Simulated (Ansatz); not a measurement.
Li, element substitutions

Consider Li in the bcc (W type) structure (space group Im-3m, No. 229; a = 3.476 Å).

Each row replaces one element on all its sites; cell and atoms are relaxed.

Computed with r2SCAN/PAW in Ansatz (a program for electronic structure), no spin-orbit coupling, earlier PAW set.

```json
[
 {"case": "base", "shortest interatomic distance": "3.011 Å", "density": "0.55 g/cm³"},
 {"case": "Li → Mg", "shortest interatomic distance": "3.083 Å", "density": "1.79 g/cm³"},
 {"case": "Li → Be", "shortest interatomic distance": "___", "density": "___"},
 {"case": "Li → Cs", "shortest interatomic distance": "–", "density": "1.79 g/cm³"},
 {"case": "Li → B", "shortest interatomic distance": "1.986 Å", "density": "2.98 g/cm³"}
]
```

### Question
Some entries are withheld; estimate them.

### Answer

- Li → Be, shortest interatomic distance: 2.165 Å
- Li → Be, density: 1.92 g/cm³

No phonon test of stability was made. As relaxed here, B is a hypothetical phase, not in the database extracts checked. For Mg and Be in this form, whether it has been made was not checked. The final runs are not spin-polarised. This is not the structure that Mg has at room temperature and ambient pressure. This is not the structure that Be has at room temperature and ambient pressure.
